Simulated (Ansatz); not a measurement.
Take MoS$_{2}$ (space group P6_3/mmc, No. 194; layered, stacked along the Cartesian z axis) as the base.

```
CELL_PARAMETERS angstrom
      3.14934     0.00000     0.00000
     -1.57467     2.72741     0.00000
      0.00000     0.00000    12.08946
ATOMIC_POSITIONS crystal
  Mo 0.66667 0.33333 0.75000
  Mo 0.33333 0.66667 0.25000
  S  0.66667 0.33333 0.37952
  S  0.33333 0.66667 0.87952
  S  0.33333 0.66667 0.62048
  S  0.66667 0.33333 0.12048
```

Cartesian axes are those of the cell as printed.

Calculations: Ansatz (a program for electronic structure) PBE-D3(BJ), spin-orbit coupling left out.

One thing is altered: the cell is scaled by 0.9820 in all directions, atoms relaxed at fixed cell.

**Question.** Predict the stress tensor and what it implies for the stiffness.

**Answer.** Stress of the strained cell less that of the base (GPa, compression positive):
```
   5.92    0.00    0.00
   0.00    5.92    0.00
   0.00    0.00    2.00
```

Then B = −ΔP/(ΔV/V₀) with ΔV/V₀ = -0.0530 gives secant stiffness values (nonlinear terms included at this strain): B (at held cell shape, above the free-shape value) ≈ 87 GPa.

As a check, the harmonic strain energy −½ V₀ Δσ:ε is 13 meV/atom; the computed energy rise is 13 meV/atom.

No phonon test of stability was made.
